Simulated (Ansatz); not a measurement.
The parent structure is CrI3 in the BiI3 type structure (space group R-3, No. 148; a = 6.8921 Å, c = 19.8975 Å (hexagonal axes); ferromagnetic; layered, stacked along the Cartesian z axis).

Perturbation: an isotropic linear strain of +3.43 %, atoms relaxed at fixed cell.

Calculations: DFT with r2SCAN+rVV10, PAW potentials and a 500 eV plane-wave cutoff in Ansatz (an electronic-structure program), without spin-orbit coupling.

Base, band edges from the VBM (valence, conduction): Γ 0.00, 1.57; F -0.26, 1.38; S₂ -0.15, 1.40; S₀ -0.15, 1.40; L -0.18, 1.48; H₀ -0.19, 1.44; H₂ -0.19, 1.44; T -0.12, 1.32 eV.

**Question.** Give the band edges at the high-symmetry points of the new zone, measured from its valence-band maximum.

**Answer.** 
```csv
point,valence edge (eV),conduction edge (eV)
Γ,0.00,1.59
T,-0.08,1.43
H₂,-0.12,1.47
H₀,-0.12,1.47
L,-0.09,1.54
S₀,-0.08,1.44
S₂,-0.08,1.44
F,-0.16,1.45
```

The gap is 1.43 eV, indirect, Γ → T.

The magnetic state is the one reached from the starting moments; the real material's order can differ, and small cells can't hold many antiferromagnetic ones. With I present, leaving out spin-orbit coupling can change the band edges. Whether these cells are dynamically stable was not tested.
